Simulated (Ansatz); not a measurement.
**Zr₂InN (P6₃/mmc, No. 194, 8 atoms in the cell; start mp-1084767)**

Computed with LDA (plane waves, PAW; Ansatz, an electronic-structure program).

Run with plane-wave cutoff 520 eV, 18×18×4 k mesh (along the axes of the cell as run), Fermi–Dirac smearing 0.05 eV, scalar-relativistic PAW data made under PBE.

Cell (relaxed at this level):

```cif
data_In2N2Zr4
_chemical_formula_sum 'Zr4 In2 N2'
_space_group_name_H-M_alt 'P63/mmc'
_space_group_IT_number 194
_space_group_name_Hall '-P 6c 2c'
_cell_length_a 3.24127
_cell_length_b 3.24127
_cell_length_c 14.64888
_cell_angle_alpha 90.000
_cell_angle_beta 90.000
_cell_angle_gamma 120.000
loop_
_atom_site_label
_atom_site_type_symbol
_atom_site_symmetry_multiplicity
_atom_site_Wyckoff_symbol
_atom_site_fract_x
_atom_site_fract_y
_atom_site_fract_z
_atom_site_occupancy
Zr1 Zr 4 f 0.33333 0.66667 0.08394 1
In1 In 2 d 0.66667 0.33333 0.25000 1
N1 N 2 a 0.00000 0.00000 0.00000 1
```

```
Property                Result
---------------  -------------
band gap         zero (no gap)
bulk modulus B0        154 GPa
```

Note: the relaxation could not lower the start's symmetry, so the cell can be a saddle point above a distorted one; the bulk modulus is −V dP/dV from two relaxed cells at ±2 % in volume.

Spin–orbit coupling is not included; it can open a gap where bands touch, and shift volumes and moduli.

The computed numbers hold no vibrational or temperature effects.

Computing time: roughly 3 core-minutes.

A start named mp-… is a Materials Project structure, which need not be a measured phase.
